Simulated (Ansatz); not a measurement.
```yaml
crystal:
  lattice:
    - [3.82668, 0.00000, 0.00000]
    - [1.91334, 3.31400, 0.00000]
    - [1.91334, -1.10467, 3.10333]
  atoms:
    - { symbol: Zn, position: [0.00080, 0.99960, 0.99880] }
    - { symbol: S, position: [0.49920, 0.25040, 0.75120] }
```

No spin polarisation.

Calculations: r2SCAN/PAW in Ansatz (a quantum-chemistry and plane-wave program), spin-orbit coupling left out. k-mesh 11×11×11 (Γ-centred); smearing 0.05 eV (Fermi–Dirac).

Predict the pressure and band gap.

Pressure (mean of the normal stresses, compression positive): -0.45 GPa
Band gap: 2.65 eV

The cells carry an imposed strain or load. Stability against distortions was not tested. The cell was made from ZnS in the zinc blende structure (space group F-43m, No. 216) by this change: biaxial strain +0.42 %, plane normal [111], relaxed out of plane.
